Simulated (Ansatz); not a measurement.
The reference is AlNi3 in the Cu3Au type structure (space group Pm-3m, No. 221; a = 3.5668 Å; weakly magnetic (sensitive to the mesh)).

(Cell as relaxed with PBE.)

Levels (all Ansatz, a first-principles code, PAW): PBE (420 eV, without spin-orbit coupling); r2SCAN (500 eV, spin-orbit coupling left out).

Each level relaxes its own structure.

```csv
base,PBE,r2SCAN
volume per atom,11.34 Å³,10.96 Å³
lattice parameter a,3.567 Å,3.526 Å
band gap,zero,zero
largest site moment,0.27 μB,0.36 μB
```

Modification: cell and atoms relaxed at a pressure of 50 GPa.

```tsv
quantity	PBE	r2SCAN
lattice parameter a	3.357 Å	(withheld)
band gap	zero	(withheld)
```

Given the PBE results, estimate those of r2SCAN.


- lattice parameter a, r2SCAN: 3.334 Å
- band gap, r2SCAN: zero

PBE's lattice parameter a lies 0.023 Å above r2SCAN's (0.7 %); the two agree on the band gap. Neither level is exact; r2SCAN is the comparison here, not a measurement.

The magnetic state is the one reached from the starting moments; the real material's order can differ, and small cells can't hold many antiferromagnetic ones. Load acts through the strain it causes; cell and atoms are relaxed under it. Whether these cells are dynamically stable was not tested. Competing high-pressure phases were not computed.
